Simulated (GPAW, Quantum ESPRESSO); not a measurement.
A Quantum ESPRESSO input for a self-consistent single point of AlNi₃ (Pm-3m, 4 atoms in the cell) (DFT, LDA (PZ), plane waves, PSlibrary PAW (LDA) pseudopotentials):

```fortran
&CONTROL
   calculation = 'scf',
   prefix = 'pwscf',
   outdir = './work',
   pseudo_dir = './',
   verbosity = 'high',
   tprnfor = .true.,
   tstress = .true.,
/
&SYSTEM
   ibrav = 1,
   celldm(1) = 6.668252010,
   nat = 4,
   ntyp = 2,
   ecutwfc = 50,
   ecutrho = 300,
   occupations = 'smearing',
   smearing = 'gaussian',
   degauss = 0.0073499,
   nspin = 2,
   starting_magnetization(2) = 0.200,
/
&ELECTRONS
   conv_thr = 1.0d-9,
   mixing_beta = 0.2,
/
ATOMIC_SPECIES
Al    26.9815  Al.pz-n-kjpaw_psl.1.0.0.UPF
Ni    58.6934  Ni.pz-n-kjpaw_psl.1.0.0.UPF
ATOMIC_POSITIONS {crystal}
Al    0.000000000    0.000000000    0.000000000
Ni    0.000000000    0.500000000    0.500000000
Ni    0.500000000    0.000000000    0.500000000
Ni    0.500000000    0.500000000    0.000000000
K_POINTS {automatic}
8 8 8  0 0 0
```

**Question.** Give the GPAW input for the same structure, mesh, smearing and functional.

**Answer.** This is the input that was run; spellings and numerical settings could be chosen otherwise.

```python
from ase import Atoms
from ase.units import GPa
from gpaw import GPAW

atoms = Atoms(['Al', 'Ni', 'Ni', 'Ni'],
              cell=[[3.528687, 0.000000, 0.000000],
                    [0.000000, 3.528687, 0.000000],
                    [0.000000, 0.000000, 3.528687]],
              scaled_positions=[[0.000000, 0.000000, 0.000000],
                                [0.000000, 0.500000, 0.500000],
                                [0.500000, 0.000000, 0.500000],
                                [0.500000, 0.500000, 0.000000]],
              pbc=True)

atoms.set_initial_magnetic_moments([0.0, 2.0, 2.0, 2.0])

calc = GPAW(spinpol=True,
            mode={'name': 'pw', 'ecut': 850},
            xc='LDA',
            kpts={'size': (8, 8, 8), 'gamma': True},
            occupations={'name': 'methfessel-paxton', 'width': 0.1, 'order': 0},
            nbands=-8,
            convergence={'density': 1e-05, 'energy': 1e-05},
            symmetry={'symmorphic': False, 'tolerance': 0.0005},
            maxiter=150)

atoms.calc = calc

energy = atoms.get_potential_energy()
print('Energy (eV):', round(energy, 6))
forces = atoms.get_forces()
print('Forces (eV/Ang):')
print(forces.round(5))
stress = atoms.get_stress()
print('Stress (GPa, Voigt):', (stress / GPa).round(4))
```

Basis settings and potentials, where a program has them, do not carry over. This input uses DFT LDA (Perdew-Wang 92), plane waves, GPAW PAW datasets LDA (gpaw-data 1.0.1). LDA parametrisations can differ slightly between programs. Both were run: pressure -8.78 GPa in Quantum ESPRESSO and -6.97 in GPAW; size of the net moment 0.13 μB/atom in Quantum ESPRESSO and 0.14 in GPAW.

On GPAW: the starting cell comes from a database of computed structures (which also holds hypothetical and non-ambient phases and stackings), without a prior relaxation at this level. Its lattice was rescaled by a random factor within 2.5 % of one. The moments shrank to a small part of their start, a low-spin state that need not be the lowest. With a pressure of about -7 GPa the cell is away from its equilibrium volume at this level.

On Quantum ESPRESSO: the starting cell comes from a database of computed structures (which also holds hypothetical and non-ambient phases and stackings), without a prior relaxation at this level. Its lattice was rescaled by a random factor within 2.5 % of one. The moments shrank to a small part of their start, a low-spin state that need not be the lowest. With a pressure of about -9 GPa the cell is away from its equilibrium volume at this level.
